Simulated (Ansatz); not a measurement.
Consider Cs in the bcc (W type) structure (space group Im-3m, No. 229; a = 6.010 Å).

Calculations: plane-wave PAW DFT at the PBEsol level (Ansatz, a first-principles code, 420 eV), no spin-orbit coupling, earlier PAW set.

Before the change:

```
Property                  Result
-------------------  -----------
Lattice parameter a  11.358 bohr
```

The change: cell and atoms relaxed at a pressure of 22.5 GPa.

Problem. Estimate the effect on the lattice parameter a.

Solution. The lattice parameter a falls by 4.2594 bohr, from 11.358 bohr to 7.098 bohr.

Load acts through the strain it causes; cell and atoms are relaxed under it. No phonon test of stability was made. The final runs are not spin-polarised. Measured, Cs leaves this structure (for fcc) near 2.4 GPa (temperature not stated; as listed in Olga Degtyareva, NATO science for peace and security series. B, Physics and biophysics (2010)).
